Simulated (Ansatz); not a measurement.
Cells marked so need not be the phases stable at ambient conditions, and some may be hypothetical.

The gap is the functional's own, uncorrected, and κ follows it; spin-orbit coupling is left out. Mid-gap values are interpolated between the computed energies.

A. Rb3Na(WO4)2 (P-3m1, not sure to be the ambient phase, 14 atoms a cell, 20.1 Å³ an atom, -6 GPa at this level), along the normal of (001)
B. Sc$_{2}$CdSe$_{4}$ (Fd-3m, spinel, not sure to be the ambient phase, 14 atoms a cell, 25.7 Å³ an atom), along the normal of (001)
C. Be₃N₂ (R3m, not sure to be the ambient phase, 5 atoms a cell, 6.8 Å³ an atom), along the normal of (110)

Q: Order them by mid-gap decay constant of the slowest evanescent state (highest first) at the level r2SCAN in Ansatz (a first-principles code).

A: A (0.51 1/Å), C (0.31 1/Å), B (0.11 1/Å)
